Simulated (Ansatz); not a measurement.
For AlZnNO (model structure, started from the AlSiCN type, P3m1, No. 156, 4 atoms in the cell), PBEsol (Ansatz, a quantum-chemistry and plane-wave program, plane waves, PAW) gives:

lattice constant a: 3.138 Å
c axis length: 5.145 Å
bulk modulus: 174 GPa
cohesive energy: 5.08 eV/atom
band gap: 2.25 eV

Problem. What does r²SCAN (PAW; Ansatz) give for the same quantities?

Solution. 
- lattice constant a: 3.135 Å (shrinks by 0.1 %)
- lattice parameter c: 5.150 Å (goes up by 0.1 %)
- bulk modulus: 181 GPa (goes up by 4.0 %)
- cohesive energy: 4.86 eV/atom (shrinks by 0.22 eV/atom)
- band gap: 2.84 eV (grows by 0.59 eV)

Changes are worked out from the printed values.

Unless a cell is named, each level is at its own relaxed cell (PBEsol 10.97, r²SCAN 10.96 Å³/atom).

Density-functional gaps are differences of (generalised) Kohn–Sham levels.

Caveats: the bulk modulus is −V dP/dV from two relaxed cells at ±2 % in volume (PBEsol, r²SCAN). Ansatz's density-functional and Hartree–Fock values are scalar-relativistic unless marked +SOC, with PAW data made under PBE.

A model structure was made by putting elements into a prototype or built by hand; it is no filed structure, need not be a known phase, and can be a saddle point held by its symmetry.
